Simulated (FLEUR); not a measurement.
Checking a run of FLEUR on As (R-3m, 2 atoms in the cell). The aim is a self-consistent single point with DFT, PBEsol, all-electron FLAPW (FLEUR), scalar-relativistic valence.

Cell that was meant: a = 4.3564 Å, b = 4.3564 Å, c = 4.3564 Å, α = 51.88°, β = 51.88°, γ = 51.88°.

Part of the input:

```xml
      <ldaU l_linMix="F" mixParam="0.05" spinf="1.0"/>
   </calculationSetup>
   <cell>
      <bzIntegration valenceElectrons="30.0" mode="gauss" fermiSmearingEnergy="0.136">
         <kPointListSelection listName="default-1"/>
         <!-- k-points included here -->
         <xi:include xmlns:xi="http://www.w3.org/2001/XInclude" href="kpts.xml"> </xi:include>
```

The program printed (abridged):

```
      Welcome to FLEUR        (www.flapw.de)
      MaX-Release 8.1          (www.max-centre.eu)

 ========== k-point set info ==========
 Selected k-point list: default-1
 k-point list type: mesh
 7 x 7 x 7
 Number of k points: 44

 ------------Calculation Setup---------------------------
           1           2           4          11          22          44
 Number of basis functions:          236
 Iteration:     1   Distance:       3.34264989 me/bohr^3
 Iteration:     2   Distance:       3.07047536 me/bohr^3
 Iteration:     3   Distance:       1.20077431 me/bohr^3
 Iteration:     4   Distance:       0.22710640 me/bohr^3
 Iteration:     5   Distance:       0.17715771 me/bohr^3
   [... 3 lines left out ...]
 Iteration:     9   Distance:       0.00041192 me/bohr^3
 Iteration:    10   Distance:       0.00017041 me/bohr^3
 Iteration:    11   Distance:       0.00001038 me/bohr^3
 Iteration:    12   Distance:       0.00000752 me/bohr^3
 Reset of history
 Run finished successfully
 Stop message:
   Structural relaxation: new displacements generated

[file out, last iteration]
             iter=     13
[...]
          total density-effective poten   -7.2286759307E+03
          total charge density-energy d   -1.6442252546E+02
 Updated energy parameters for spin:           1
[...]
 fermi energy and band-weighting factors:

[...]
FERMIE:
          first approx. to ef    (T=0)  :   0.231750 htr   (energy of the highest occ. eigenvalue)
          number of occ. states  (T=0)  :        660
          first approx. to seigv (T=0)  : -22.108539 htr
          sum of weights of occ. states :  15.000000
          sum of semicore charge        :   0.000000 e
          fermi energy=   0.22751 har   work function=  -6.19096 ev
   [... lines left out ...]
          total moment                 =     0.00000
 Direct bandgap for spin            1 :    1.6858141893236950E-002  Htr
   [... lines left out ...]
 ---->    (input%tkb*entropy) TS=              0.0000000000 htr
 ---->    free energy=                     -4518.8467601752 htr
      extrapolation for T->0
 ---->    total electron energy=           -4518.8467601752 htr
 ***** TOTAL FORCES ON ATOMS *****
 TOTAL FORCE FOR ATOM TYPE=  1  X=  0.000   Y=  0.000   Z=  4.784
                       FX_TOT= 0.000000 FY_TOT= 0.000000 FZ_TOT= 0.037916
```

FLEUR gives forces in its relaxation mode, with a further iteration, so its stop message speaks of a relaxation.

Task: Is this run sound? If not, what is wrong?

Result: The run is not sound. The fault is an energy in the wrong unit. A bare number is read in the key's own unit, and eV, Ry (13.6 eV) and Ha (27.2 eV) lie far apart, so the setting ends up far from the one that was meant. To fix it, convert the value to the unit that the key expects. The run converged in 12 iterations without an error; against the sound input the total energy rises by 1.96 eV/atom and the largest force goes from 0.613 to 1.950 eV/Å.

An input that runs soundly differs in these lines (not the only fix; some lines may just follow from the change or write a value another way):
```diff
-      <bzIntegration valenceElectrons="30.0" mode="gauss" fermiSmearingEnergy="0.136">
+      <bzIntegration valenceElectrons="30.0" mode="gauss" fermiSmearingEnergy="0.00499791">
```

With that input, the run converged in 12 iterations: total energy -122967.9993 eV; Fermi level (on the code's own zero) 6.41 eV; largest force (vector length) 0.613 eV/Å (DFT, PBEsol, all-electron FLAPW (FLEUR), scalar-relativistic valence).

On the sound input: the starting cell comes from a database of computed structures (which also holds hypothetical and non-ambient phases and stackings), without a prior relaxation at this level. Its lattice was rescaled by a random factor within 2.5 % of one. Values depend on the basis (sphere radii, cutoffs, local orbitals), which need not be converged. The log's line on a gap gives a spacing of levels on this mesh, which the program prints for metals too.

These are the values that this program gave, and no reference: the default basis lacks the next d shell.
